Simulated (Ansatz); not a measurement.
Abridged Ansatz (a quantum-chemistry and plane-wave program) output:

```
Relaxation: its limit of steps is 50 (relax.max_steps)
Pseudopotential: Hf, paw, valence charge 26
Pseudopotential: S, paw, valence charge 6
Crystal: 3 atoms, lattice volume = 61.696 Å³
Basis set: ecut = 420 eV, 1201 PW (Γ), exchange–correlation on 48×48×80 points (8 copies of the dense FFT grid, shifted against one another)
Bands: 23, of which v1, the nominal top of the filled ones, is band 19 counted from 1 (18 counted from 0)
Symmetry: 12 space group operations
k-points: 84 of 726
Functional: x = pbesol(κ = 0.804, μ = 0.12345679012345678), c = pbesol(β = 0.046)
SCF iter   1: F=—  HF=-17373.547905 eV  |F-HF|=—  |Δ(HF+E_count)|=         —  Δρ=5.45e-3  dr2=3.30e-2  ethr=1.77e-3  ⟨swp⟩=5.4  Hψ=8155  notcnv=0
SCF iter   2: F=—  HF=-17373.541316 eV  |F-HF|=—  |Δ(HF+E_count)|=   6.59e-3  Δρ=1.87e-3  dr2=2.41e-3  ethr=8.68e-5  ⟨swp⟩=1.7  Hψ=2858  notcnv=0
SCF 1 converged in 10 iterations: F = -17373.541150 eV  dr2 = 3.11e-11
relax step   1: F+E_penalty+E_count = -17373.54115047 eV  Δ(F+E_penalty+E_count) = +0.000e0 eV  max|allowed force component| = 1.814e-1 eV/Å  Δτ_max = 0.0000 Å  (10 SCF iters, accepted)
Crystal: 3 atoms, lattice volume = 61.696 Å³
SCF iter   1: F=—  HF=-17373.540933 eV  |F-HF|=—  |Δ(HF+E_count)|=         —  Δρ=1.03e-3  dr2=6.56e-4  ethr=1.56e-6  ⟨swp⟩=2.1  Hψ=6778  notcnv=0
SCF iter   2: F=—  HF=-17373.540801 eV  |F-HF|=—  |Δ(HF+E_count)|=   1.32e-4  Δρ=6.02e-4  dr2=2.41e-4  ethr=1.56e-6  ⟨swp⟩=1.1  Hψ=1942  notcnv=0
SCF 2 converged in 8 iterations: F = -17373.540725 eV  dr2 = 1.04e-10
relax step   2: F+E_penalty+E_count = -17373.54072537 eV  Δ(F+E_penalty+E_count) = +4.251e-4 eV  max|allowed force component| = 1.977e-1 eV/Å  Δτ_max = 0.0284 Å  (8 SCF iters, rejected (line search))
Crystal: 3 atoms, lattice volume = 61.696 Å³
SCF iter   1: F=—  HF=-17373.543709 eV  |F-HF|=—  |Δ(HF+E_count)|=         —  Δρ=5.23e-4  dr2=1.71e-4  ethr=4.48e-6  ⟨swp⟩=3.0  Hψ=5886  notcnv=0
SCF iter   2: F=—  HF=-17373.543673 eV  |F-HF|=—  |Δ(HF+E_count)|=   3.56e-5  Δρ=3.04e-4  dr2=6.15e-5  ethr=4.49e-7  ⟨swp⟩=1.0  Hψ=2604  notcnv=0
SCF 3 converged in 8 iterations: F = -17373.543634 eV  dr2 = 4.98e-11
relax step   3: F+E_penalty+E_count = -17373.54363377 eV  Δ(F+E_penalty+E_count) = -2.483e-3 eV  max|allowed force component| = 3.531e-3 eV/Å  Δτ_max = 0.0139 Å  (8 SCF iters, accepted)
SCF converged after 8 iterations
Free energy (F): -17373.543634 eV
Internal energy: -17373.543588 eV  (E = F + TS)
E sigma→0 (E₀):  -17373.543611 eV
Entropy (-TS):   -0.000045 eV (-0.015 meV/atom)
Fermi energy:    10.802020 eV
  E_disp       = -0.995439  (pairwise vdW)
--- Forces (eV/Å), atoms counted from 1 ---
  atom   1  Hf    -0.00000000     0.00000000     0.00000000
  atom   2  S     -0.00000000    -0.00000000     0.00353060
  atom   3  S      0.00000000     0.00000000    -0.00353060
--- Stress (GPa, compression-positive) ---
       -0.917642      -0.000000       0.000000
        0.000000      -0.917642      -0.000000
        0.000000      -0.000000      -0.392217
  P = ⅓ Tr σ = -0.7425 GPa (-7.425 kbar)
--- Relaxed structure (3 steps of the walk, 2 accepted, 0 SCFs on fresh bases) ---
  atoms:
    - { symbol: Hf, position: [1.9747766468852646e-35, 2.599048222120512e-35, 0.0] }
    - { symbol: S, position: [0.6666666666666665, 0.3333333333333333, 0.2594086117981268] }
    - { symbol: S, position: [0.3333333333333333, 0.6666666666666666, 0.740591388201873] }
```

Question: What was computed, and what are the main results?

Answer: HfS2, 3 atoms in the cell, with PBEsol-D3(BJ) (Ansatz), without spin-orbit coupling. The last SCF converged to F = -17373.543634 eV, or -5791.1812 eV per atom, at a pressure of -0.74 GPa. The total energy compares only with runs of the same code, potentials and settings.

Spin-orbit coupling, missing from the scalar runs, can matter with Hf. The cells carry an imposed strain or load. Stability against distortions was not tested. The cell was made from HfS₂ in the CdI2 type structure (space group P-3m1, No. 164; layered, stacked along the Cartesian z axis) by this change: isotropic strain +0.50 %.

Keys are those of Ansatz 0.2.
